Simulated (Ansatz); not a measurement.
Density of states of La2Zr2O7 (Fd-3m) below the valence band maximum, PBEsol, rigid bands in Ansatz (a program for electronic structure); cell volume 309.5 Å³.

(energy from edge (eV), 10⁻³ states/eV/cell): (0.006, 642); (0.031, 2730); (0.056, 7730); (0.081, 12200); (0.106, 21500); (0.131, 21400); (0.156, 21100); (0.181, 21300); (0.206, 27900); (0.231, 16800); (0.256, 11600); (0.281, 1860); (0.319, 15000); (0.344, 48200); (0.369, 33000); (0.394, 33500); (0.419, 19200); (0.444, 40300); (0.469, 31600); (0.494, 36200); (0.519, 31700); (0.544, 31000); (0.569, 26600); (0.594, 25700)

What effective density of states at 300 K does this give (∫ g(E) exp(−E/k_BT) dE, both spins, divided by the cell's size)?

2.6e20 cm⁻³, a density-of-states mass of 4.7 mₑ, valleys and band degeneracy included.

Spin-orbit coupling is left out; where it splits the top of the valence band, N_v and the p-type Seebeck coefficient come out somewhat high without it. Geometry: cell and atoms relaxed with PBEsol.

Formula and space group known from diffraction (Crystallography Open Database), not checked to be the room-temperature form: La2Zr2O7 (Fd-3m).
